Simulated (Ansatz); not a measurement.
Cost and result by functional for the surface energy of the (111) surface of fluorite-type NiSi2 in its 1x1 cell (cut with top plane Si, bottom plane Si), outermost plane spacing 0.79 Å in the ideal cut, in Ansatz (plane waves, PAW). Single points on the PBE structure, on one kind of machine; costs are rough ratios of the slab run's core time (references not counted) to the cheapest single point. r2SCAN's cost holds its higher cutoff (500 against 420 eV). Differences are taken against r2SCAN for comparison alone: no measured value is at hand, so the table doesn't rank accuracy.

Set-up: 12 atoms, Ni4Si8, 11.0 Å thick at the start; mesh 11x11x1; 0.1 eV smearing; dipole correction on; all atoms relaxed; held to the start's symmetry, so lower structures may exist; no spin (magnetic order not tried), no spin-orbit, no U. These notes are the PBE run's.

| functional | relative cost | surface energy (J/m²) | less r2SCAN (J/m²) |
|---|---|---|---|
| RPBE | 1 | 0.86 | -0.27 |
| LDA | 1 | 1.29 | 0.16 |
| PBEsol | 1 | 1.22 | 0.09 |
| r2SCAN | 2 | 1.13 | 0.00 |
| PBE (the relaxed run's value) | – | 1.00 | -0.14 |

The values span 0.43 J/m², while the single points' costs differ by a factor of roughly 2. Differences are of unrounded values.

Ansatz is a quantum-chemistry and plane-wave program.
